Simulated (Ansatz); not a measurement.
Consider SiC in the wurtzite structure (space group P6_3mc, No. 186; a = 3.0753 Å, c = 5.0482 Å).

Level of theory: Kohn–Sham DFT with the r2SCAN functional, run in Ansatz (an electronic-structure program) with PAW and 500 eV plane waves, no spin-orbit coupling.

One change was made to it. Results:

The electron mass goes from 0.26 mₑ along c, 0.43 mₑ across (at K) to 0.25 mₑ along c, 0.42 mₑ across (at K); the smallest direct gap grows by 0.13 eV to 4.61 eV; the c/a ratio stays essentially unchanged (1.642 against 1.641); the density rises by 0.195 g/cm³ to 3.42 g/cm³.

**Question.** Name the change that was made.
A) pressure 15 GPa
B) pressure 50 GPa
C) pressure −2 GPa

**Answer.** A, pressure 15 GPa. For comparison, the electron mass in the other runs: pressure −2 GPa gives 0.26 mₑ along c, 0.43 mₑ across (at K); pressure 50 GPa gives 0.24 mₑ along c, 0.40 mₑ across (at K).

Load acts through the strain it causes; cell and atoms are relaxed under it. Effective masses come from finite differences of ±0.01 Å⁻¹. No phonon test of stability was made. Competing high-pressure phases were not computed.
